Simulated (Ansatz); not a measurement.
System: CdIn2Se4 (I-4, No. 82; cell taken from a computed entry). Method: PBE0 (Ansatz, an electronic-structure program, PAW).

Settings: plane-wave cutoff 460 eV, 6×6×6 k mesh, Fermi–Dirac smearing 0.01 eV, scalar-relativistic PAW data made under PBE.

Cell (relaxed with PBEsol):

CdIn$_{2}$Se$_{4}$ is modelled in the tetragonal space group I-4 (No. 82), Pearson symbol tI14. Lattice parameters: a = 5.843 Å, b = 5.843 Å, c = 11.547 Å, α = 90.00°, β = 90.00°, γ = 90.00°. Cd on 2a is surrounded by 4 Se at 2.642 Å (tetrahedral). In1 on 2b is coordinated by 4 Se at 2.601 Å (tetrahedral). In2 on 2d is coordinated by 4 Se at 2.609 Å (tetrahedral). Se on 8g has 2 In at 2.601–2.609 Å and 1 Cd at 2.642 Å (trigonal pyramidal). (Neighbours: up to the widest gap in distance over summed covalent radii, below 1.35, at either atom; cation-cation and far metal-metal contacts left out.)
(The calculation used a cell of 7 atoms; values per cell refer to that cell.)

Problem. Predict the band gap.

Solution. 
- band gap = 2.40 eV (on the SCF k mesh)

Measured, for comparison: band gap 1.55 eV (temperature not stated, no zero-point or thermal correction; as tabulated in Kim et al. (2020), doi:10.1038/s41597-020-00723-8).

Note: cell and atoms aren't relaxed at this level (pressure 0.9 GPa).

Spin–orbit coupling is not included.

The computed numbers hold no vibrational or temperature effects.

Cost on a shared machine: about 30 core-minutes (a rough figure).
